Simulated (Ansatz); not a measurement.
The parent structure is CuI in the zinc blende structure (space group F-43m, No. 216; a = 6.079 Å).

Computed with PBE in Ansatz (plane waves to 420 eV, PAW, without spin-orbit coupling).

Base values:

The electron mass is 0.15 mₑ (at Γ), the valley order is Γ 1.10 eV; L along ⟨111⟩ 2.13 eV; X along ⟨100⟩ 2.73 eV and the volume per atom comes out as 28.09 Å³.

The change: a hydrostatic pressure of 15 GPa.

**Question.** What does the calculation give for the electron mass, valley order and volume per atom after the change?

**Answer.** The electron mass changes from 0.15 mₑ (at Γ) to 0.16 mₑ (at Γ); the valley order (the lowest conduction-band minima on the path, energy above the VBM, named in the base's zone) goes from Γ 1.10 eV; L along ⟨111⟩ 2.13 eV; X along ⟨100⟩ 2.73 eV to Γ 1.77 eV; X along ⟨100⟩ 2.23 eV; L along ⟨111⟩ 2.31 eV; the volume per atom decreases by 5.503 Å³, from 28.09 Å³ to 22.58 Å³.

With I present, leaving out spin-orbit coupling can change the band edges. The levels and masses belong to the bands next to the band gap. Load acts through the strain it causes; cell and atoms are relaxed under it. Effective masses come from finite differences of ±0.01 Å⁻¹. No phonon test of stability was made. Tetrahedral semiconductors of this kind turn to denser phases somewhere between about 1 and 50 GPa; those were not computed, so compressed cells here can lie past the real transition. All final runs are without spin polarisation.

Ansatz is a quantum-chemistry and plane-wave program.
